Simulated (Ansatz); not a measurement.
## Pressure series in TiTe2

The parent structure is TiTe2 in the CdI2 type structure (space group P-3m1, No. 164; a = 3.697 Å, c = 6.384 Å; layered, stacked along the Cartesian z axis).

Cell and atoms are relaxed at each pressure.

The values are results of PBE-D3(BJ) (Ansatz, a quantum-chemistry and plane-wave program), spin-orbit coupling left out, not measurements.

```csv
pressure (GPa),volume per atom (Å³/atom)
-2,26.884
-1,25.893
0,25.193
0.3,25.010
0.7,24.784
1.5,?
3,23.726
7.5,22.264
10,21.640
```

### Question
Fit the third-order Birch–Murnaghan form P(V) = (3B₀/2)[(V₀/V)^(7/3) − (V₀/V)^(5/3)]·[1 + (3/4)(B₀′ − 4)((V₀/V)^(2/3) − 1)] (squares taken in P) to the rows shown and predict the withheld row.

### Answer
Least squares on the printed values gives V₀ = 25.211 Å³/atom, B₀ = 39.7 GPa, B₀′ = 6.7; this predicts 24.375 Å³/atom, and the run gives 24.379 Å³/atom, 0.004 higher.

Load acts through the strain it causes; cell and atoms are relaxed under it. Whether these cells are dynamically stable was not tested. No other phases were tried under pressure. The final runs are not spin-polarised.
